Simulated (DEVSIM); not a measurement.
Structure: Al0.1Ga0.9As/GaAs p-n heterojunction, at 250 K.

Layer 1 from the left is Al0.1Ga0.9As, thickness (μm) 0.740, Na (cm⁻³) 1.5e16, τn (s) 4.2e-9, τp (s) 4.2e-9. Layer 2 from the left is GaAs, thickness (μm) 0.820, Nd (cm⁻³) 1.3e15, τn (s) 4.2e-9, τp (s) 4.2e-9.

Left contact: ohmic. Right contact: ohmic. Voltage is applied to the left contact. Recombination: SRH at mid-gap, radiative. Mobility is μmin + (μ − μmin)/(1 + (N/Nref)^α).

This is a model device: material constants are rounded textbook-type values typed into the input, and sizes, dopings and lifetimes were drawn at random. Values at 300 K; Nc and Nv go as T^1.5, mobilities as T to minus their exponent, the gap by Varshni's rule with the affinity fixed.

Al0.1Ga0.9As: gap (eV) 1.5487, affinity (eV) 3.991, permittivity 12.62, Nc (cm⁻³) 5.17e17, Nv (cm⁻³) 9e18, μn (cm²/Vs) 6520, μp (cm²/Vs) 317, μn,min 500, μp,min 20, Nref,n 6e16, Nref,p 1.5e17, αn 0.39, αp 0.38, T exponent of μn 2.1, T exponent of μp 2.2, B (cm³/s) 2e-10, Varshni α (eV/K) 0.000541, Varshni β (K) 204. GaAs: gap (eV) 1.424, affinity (eV) 4.07, permittivity 12.9, Nc (cm⁻³) 4.7e17, Nv (cm⁻³) 9e18, μn (cm²/Vs) 8500, μp (cm²/Vs) 400, μn,min 500, μp,min 20, Nref,n 6e16, Nref,p 1.5e17, αn 0.39, αp 0.38, T exponent of μn 2.1, T exponent of μp 2.2, B (cm³/s) 2e-10, Varshni α (eV/K) 0.000541, Varshni β (K) 204.

Model (solved in DEVSIM): 1D drift-diffusion, Boltzmann statistics, complete ionisation; no tunnelling, impact ionisation, image-force lowering or self-heating. Band offsets follow the typed affinities; no thermionic-emission limit at abrupt steps, no polarisation charge.

Question: What does the simulation give for the dark forward voltage at 1 A/cm², the largest field in the device at zero bias, the potential step across the device at zero bias, the dark forward voltage at 100 A/cm²?

Answer: dark forward voltage at 1 A/cm² 1.057 V; largest field in the device at zero bias 21000 V/cm; potential step across the device at zero bias 1.239 V; dark forward voltage at 100 A/cm² 1.193 V.
